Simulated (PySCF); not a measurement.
PySCF 2.14.0, PBE/def2-svp, df: Hf(S)(Cl)(OMe) (C[O][Hf](=[S])[Cl]), 8 atoms. The geometry is a generated start, not checked to be a minimum at this level.

```json
{
 "task": "energy",
 "method": "pbe",
 "basis": "def2-svp",
 "two_electron_scheme": "density fitting",
 "mol.max_memory": "3000 MB",
 "mf.max_cycle": "100",
 "mf.init_guess": "minao (default)",
 "mf.conv_tol": "1e-09 (default)",
 "mf.grids.level": "3 (default)",
 "effective_core_potentials": "those of the basis set, past Kr",
 "basis_functions": "111",
 "grid_points": "119176"
}
```

```xyz
8

Hf     0.6504     0.0170     1.5063
S      0.7619    -1.1572     3.4595
Cl     0.4584     2.2931     1.1783
O     -0.1292    -0.7769    -0.0121
C     -0.3818    -0.2029    -1.2790
H      0.1880    -0.7401    -2.0464
H     -1.4482    -0.2945    -1.5141
H     -0.0995     0.8616    -1.2926
```

Charge 0 and multiplicity 1 are set for this test and not shown to be the ground state.

With the defaults (mf.DIIS = CDIIS, mf.level_shift = 0, mf.diis = true, mf.damp = 0, mf.diis_start_cycle = 1, mf.diis_space = 8) it converges in 15 Fock builds. One run each on 2 threads, 1 BLAS thread, with these changes:
- mf.diis_space = 5
- mf.level_shift = 1 Hartree
- mf.diis = false
- mf.diis_space = 3
- mf.diis = false, mf.damp = 0.7, mf.diis_start_cycle = 999
- mf.damp = 0.3, mf.diis_start_cycle = 4
- mf.damp = 0.7, mf.diis_start_cycle = 8
- mf.DIIS = EDIIS
- mf.diis_space = 20

Problem. Name the settings that don't reach the solution of the defaults.

Solution. No convergence: mf.DIIS = EDIIS; mf.level_shift = 1 Hartree; mf.diis = false (the run ends without SCF convergence in 100 cycles). The rest reach the solution of the defaults.

```tsv
setting	Fock builds	end
the defaults	15	same solution
mf.diis_space = 20	15	same solution
mf.diis_space = 5	18	same solution
mf.damp = 0.7, mf.diis_start_cycle = 8	18	same solution
mf.damp = 0.3, mf.diis_start_cycle = 4	23	same solution
mf.diis = false, mf.damp = 0.7, mf.diis_start_cycle = 999	25	same solution
mf.diis_space = 3	48	same solution
mf.DIIS = EDIIS	101	no convergence
mf.level_shift = 1 Hartree	101	no convergence
mf.diis = false	101	no convergence
```
